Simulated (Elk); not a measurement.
A self-consistent single point of SnP3 (R-3m, 8 atoms in the cell) with Elk.

Method: PBEsol, all-electron FP-LAPW, Elk's shipped species files, APW+lo basis with extra local orbitals in Elk.

The change in words: lattice scaled by 0.98. Reference geometry:
```xyz
8
Lattice="3.7796 2.1822 3.6996 -3.7796 2.1822 3.6996 0.0000 -4.3644 3.6996" Properties=species:S:1:pos:R:3 pbc="T T T"
Sn     0.0000     0.0000     8.2792
Sn     0.0000     0.0000     2.8197
P      0.0000    -2.3564     4.2272
P      0.0000     2.3564     6.8717
P      2.0407     1.1782     4.2272
P     -2.0407    -1.1782     6.8717
P     -2.0407     1.1782     4.2272
P      2.0407    -1.1782     6.8717
```

Reference input (self-consistent single point, DFT, PBEsol, all-electron FP-LAPW, Elk's shipped species files, APW+lo basis with extra local orbitals): xctype = 22; rgkmax = 7.5; stype = 0; swidth = 0.00367493 Ha; ngridk = 4 4 4; gmaxvr = 14 1/bohr; nxlo = 2; lorbcnd = true; rmtscf = 0.91; lmaxi = 2. This run's input differs from it in these lines:

```diff
@@ -31,5 +31,5 @@
 avec
-    7.1424882409    4.1237171651    6.9912990034
-   -7.1424882409    4.1237171651    6.9912990034
-    0.0000000000   -8.2474353606    6.9912983957
+    6.9996381285    4.0412422709    6.8514727008
+   -6.9996381285    4.0412422709    6.8514727008
+    0.0000000000   -8.0824866023    6.8514714854
```

The program printed (abridged):

```
│ Self-consistent loop started │
│ Loop number : 1 │
 total energy                :     -14410.2313070
│ Loop number : 2 │
 total energy                :     -14410.2861517
RMS change in Kohn-Sham potential (target) :   0.3918923240     (  0.1000000000E-05)
Absolute change in total energy (target)   :   0.5484470024E-01 (  0.1000000000E-03)
│ Loop number : 3 │
 total energy                :     -14408.9722995
RMS change in Kohn-Sham potential (target) :   0.3395311667     (  0.1000000000E-05)
Absolute change in total energy (target)   :    1.300141014     (  0.1000000000E-03)
│ Loop number : 4 │
   [... lines left out ...]
Absolute change in total energy (target)   :   0.3118852461E-02 (  0.1000000000E-03)
│ Loop number : 12 │
 total energy                :     -14402.1083045
RMS change in Kohn-Sham potential (target) :   0.5595312656E-06 (  0.1000000000E-05)
Absolute change in total energy (target)   :   0.4137256001E-03 (  0.1000000000E-03)
│ Loop number : 13 │
 total energy                :     -14402.1083275
RMS change in Kohn-Sham potential (target) :   0.2368332896E-06 (  0.1000000000E-05)
Absolute change in total energy (target)   :   0.8039215027E-04 (  0.1000000000E-03)
Convergence targets achieved

│ Loop number : 14 │

Energies :
 Fermi                       :     0.243068847677
 total energy                :     -14402.1083138

Density of states at Fermi energy :    68.84402149
 (states/Hartree/unit cell)

Estimated indirect band gap :   0.4345341361E-02
 from k-point      5 to k-point      9
Estimated direct band gap   :   0.3921537921E-01
 at k-point      5

Charges :
 core                        :    120.0000000
 valence                     :    70.00000000
 interstitial                :    18.60790393
 muffin-tins (core leakage)
  species :    1 (Sn)
   atom    1                 :    47.52407766     (  0.2722160487E-03)
   atom    2                 :    47.52407766     (  0.2722160487E-03)
  species :    2 (P)
   atom    1                 :    12.72399013     (  0.9896202828E-03)
   [... lines left out ...]
   atom    4                 :    12.72399013     (  0.9896202828E-03)
   atom    5                 :    12.72399013     (  0.9896202828E-03)
   atom    6                 :    12.72399013     (  0.9896202828E-03)
 total in muffin-tins        :    171.3920961
 total calculated charge     :    189.9699389
 total charge                :    190.0000000
 error                       :   0.3006112265E-01

│ Self-consistent loop stopped │
```

The run converged in 14 iterations. The count includes the last loop, which Elk runs after its targets are met. Against the reference run the total energy falls by 31.2 meV/atom.

The starting cell comes from a database of computed structures (which also holds hypothetical and non-ambient phases and stackings), without a prior relaxation at this level. Its lattice was rescaled by a random factor within 2.5 % of one. For this run, on top of that: lattice scaled by 0.98. Values depend on the basis (sphere radii, cutoffs, local orbitals), which need not be converged. The run gives no clean gap (levels at the Fermi energy touch, overlap or are partly filled at this smearing), which alone does not show that the compound is a metal. The log's line on a gap gives a spacing of levels on this mesh, which the program prints for metals too.

Cost on one core of a shared machine: roughly 6 min.
